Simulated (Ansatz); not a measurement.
**WSi (model structure, started from the NbAs type, I4₁md, No. 109, 4 atoms in the cell)**

Computed with PBE-D3(BJ) (Ansatz, an electronic-structure program, plane waves, PAW).

Numerical settings: plane-wave cutoff 500 eV, 16×16×16 k mesh, Fermi–Dirac smearing 0.05 eV, no spin polarisation, scalar-relativistic PAW data made under PBE.

Cell (relaxed at this level):

WSi has the tetragonal space group I4₁md (No. 109), Pearson symbol tI8. Lattice parameters: a = 3.3417 Å, b = 3.3417 Å, c = 10.5803 Å, α = 90.00°, β = 90.00°, γ = 90.00°. W on 4a is coordinated by 6 Si at 2.490–2.499 Å and 4 W at 3.129 Å. Si on 4a is surrounded by 6 W at 2.490–2.499 Å (trigonal prismatic). (Neighbours: up to the widest gap in distance over summed covalent radii, below 1.35, at either atom; cation-cation and far metal-metal contacts left out.)
(The calculation used a cell of 4 atoms; values per cell refer to that cell.)

| Item | Result |
|---|---|
| band gap | zero (no gap) |

Note: the relaxation could raise the start's symmetry but not lower it, so the cell can be a saddle point.

Spin–orbit coupling is not included.

It cost around 3 core-minutes (rough) of CPU time.

A model structure was made by putting elements into a prototype or built by hand; it is no filed structure, need not be a known phase, and can be a saddle point held by its symmetry.
